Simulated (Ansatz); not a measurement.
We consider W (Pm-3n, No. 223, 8 atoms in the cell; start COD 9008583; another form than the element's usual one), described by LDA (plane waves, PAW; Ansatz, a first-principles code).

Settings: plane-wave cutoff 520 eV, 12×12×12 k mesh, Fermi–Dirac smearing 0.05 eV, no spin polarisation, scalar-relativistic PAW data made under PBE.

Cell (relaxed at this level):

```
W
1.0
    5.00345     0.00000     0.00000
    0.00000     5.00345     0.00000
    0.00000     0.00000     5.00345
W
8
Direct
  0.00000   0.00000   0.00000
  0.50000   0.50000   0.50000
  0.00000   0.50000   0.25000
  0.00000   0.50000   0.75000
  0.25000   0.00000   0.50000
  0.75000   0.00000   0.50000
  0.50000   0.75000   0.00000
  0.50000   0.25000   0.00000
```

Predict the bulk modulus.


bulk modulus: 330 GPa

The run finds no gap.

Note: the bulk modulus is −V dP/dV from two relaxed cells at ±2 % in volume; the relaxation could not lower the start's symmetry, so the cell can be a saddle point above a distorted one.

Spin–orbit coupling is not included.

The result took about 5 core-minutes (a rough figure).
